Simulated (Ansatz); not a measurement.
BeTe (F-43m), r2SCAN with spin-orbit coupling, rigid bands in Ansatz (a program for electronic structure): band gap 2.09 eV, N_c = 2.81e19 cm⁻³ and N_v = 1.33e19 cm⁻³ at 300 K, conductivity masses of 0.378 mₑ (electrons) and 0.399 mₑ (holes). Take k_BT = 0.02585 eV.

Question: What built-in voltage has an abrupt junction with N_A = 1e16 and N_D = 1e18 cm⁻³, all dopants ionised?

Answer: V_bi = E_g/e − (k_BT/e) ln(N_c N_v/(N_A N_D)) = 2.09 − 0.02585 × 10.53 = 1.82 V. It follows the computed gap one for one.

Question: A film of it is 3 nm thick. Estimate the confinement energies in an infinite well.

Answer: ħ²π²/(2m t²) = 0.376 eV·nm²/(m/mₑ × t²) gives 111 meV for electrons and 105 meV for holes, so the gap would widen to about 2.31 eV. Finite barriers and nonparabolic bands lower this, and with several valleys or bands the heaviest mass along the normal sets the lowest level, not this average.

Question: What thermal injection velocity √(2k_BT/πm) limits a ballistic channel?

Answer: 8.75e6 cm/s for electrons and 8.52e6 cm/s for holes, a ratio of √(m_h/m_e) = 1.03, for dilute carriers.

Rigid, parabolic bands with the computed gap; masses take one relaxation time for all states.
